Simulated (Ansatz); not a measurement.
Start from CdSe in the wurtzite structure (space group P6_3mc, No. 186; a = 4.383 Å, c = 7.155 Å). Axes: x lies along a and z along c of the hexagonal cell.

Calculations: Ansatz (a quantum-chemistry and plane-wave program) PBE, no spin-orbit coupling, earlier PAW set.

The change: the cell is stretched by 1.27 % along z with no lateral relaxation; the atoms relax in the strained cell.

**Question.** Predict the stress tensor and what it implies for the stiffness.

**Answer.** Stress of the strained cell less that of the base (GPa, compression positive):
```
  -0.38    0.00    0.00
   0.00   -0.38    0.00
   0.00    0.00   -0.91
```

Then −Δσ_ii/ε with ε = 0.0127 gives secant stiffness values (nonlinear terms included at this strain): C33 ≈ 71 GPa, C13 ≈ 30 GPa and C23 ≈ 30 GPa.

No phonon test of stability was made.
